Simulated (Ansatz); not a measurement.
This concerns the formation energy of SiO2 (P4₁2₁2) from the elements. Reaction: Si (diamond) + O2 (gas) → SiO2 (P4₁2₁2). The sign is products less reactants. The value is per atom of the solid.

SiO2 (P4₁2₁2), 12 atoms in the cell, k-point mesh 8×8×6 on the run's own vectors.
```
CELL_PARAMETERS angstrom
      5.08162     0.00000     0.00000
      0.00000     5.08162     0.00000
      0.00000     0.00000     7.09499
ATOMIC_POSITIONS crystal
  Si 0.70580 0.70580 0.50000
  Si 0.79420 0.20580 0.75000
  Si 0.29420 0.29420 0.00000
  Si 0.20580 0.79420 0.25000
  O  0.90582 0.75896 0.32540
  O  0.74104 0.40582 0.57540
  O  0.09418 0.24104 0.82540
  O  0.25896 0.59418 0.07540
  O  0.40582 0.74104 0.42460
  O  0.24104 0.09418 0.17460
  O  0.59418 0.25896 0.92460
  O  0.75896 0.90582 0.67460
```

Si (diamond, Fd-3m), 2 atoms in the cell, k-point mesh 10×10×10 on the run's own vectors. Conventional cell: a = b = c = 5.4697 Å, α = β = γ = 90.00°.

An isolated O2 molecule (triplet) in a box of 11 × 11 × 13 Å.

Computed with Ansatz (plane waves, PAW), its PAW set soft_1, cutoff 420 eV, 500 eV for r2SCAN. The structures are at rest with PBE; other levels are single points on them, but for the rows marked own geometry. HSE06 runs on coarser k-point meshes, mended by the PBE difference between the two meshes. Neutral cells; Fermi-Dirac smearing of at most 0.05 eV in the solids, energies taken to zero width. The lattices are those relaxed with PBE, so at other levels the solids can be strained, which adds to the spread. A dispersion term (D3(BJ), or D4 for r2SCAN) was computed beside these levels and is taken off wherever the name lacks it. Space groups of crystals are read within 0.01 Å. Nuclei at rest; no vibrational terms. The structures are the rest points that the relaxations reached, not proven lowest.

**Question.** What is the computed value (PBE)?

**Answer.** -2.78 eV/atom, for Si (diamond) + O2 (gas) → SiO2 (P4₁2₁2).

**Question.** List the value at the remaining levels and say how far they part.

**Answer.** 
| Level | value (eV/atom) | less PBE |
|---|---|---|
| PBE+D3(BJ) | -2.79 | -0.01 |
| r2SCAN+D4 | -3.03 | -0.25 |
| HSE06+D3(BJ) | -2.93 | -0.15 |
| r2SCAN (own geometry) | -3.01 | -0.23 |

The levels shown span 0.25 eV/atom, from r2SCAN+D4 (-3.03) to PBE (-2.78).

Ansatz is an electronic-structure program.
